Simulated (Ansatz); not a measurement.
Base system: BN in the zinc blende structure (space group F-43m, No. 216).

```yaml
crystal:
  lattice:
    - [0.00000, 1.79027, 1.79027]
    - [1.79027, 0.00000, 1.79027]
    - [1.79027, 1.79027, 0.00000]
  atoms:
    - { symbol: B, position: [0.00000, 0.00000, 0.00000] }
    - { symbol: N, position: [0.25000, 0.25000, 0.25000] }
```

Cartesian axes are those of the cell as printed.

Method: Ansatz (a first-principles code), LDA, PAW, cutoff 420 eV, without spin-orbit coupling.

For the base:

The valley order is X along ⟨100⟩ 4.39 eV.

It is then changed as follows: the cell is stretched by 0.50 % along z with no lateral relaxation, atoms relaxed at fixed cell.

Problem. How does this affect the stress, energy relative to the base and valley order?

Solution. The stress (xx, yy, zz, yz, xz, xy; compression positive) is (-0.94, -0.94, -4.10, 0.00, 0.00, 0.00) GPa; the energy increases by 0.4 meV/atom; the valley order (the lowest conduction-band minima on the path, energy above the VBM, named in the base's zone) becomes X along [010] 4.34 eV; X along [001] 4.43 eV (base: X along ⟨100⟩ 4.39 eV).

The levels and masses belong to the bands next to the band gap. The cells carry an imposed strain or load. Stability against distortions was not tested.
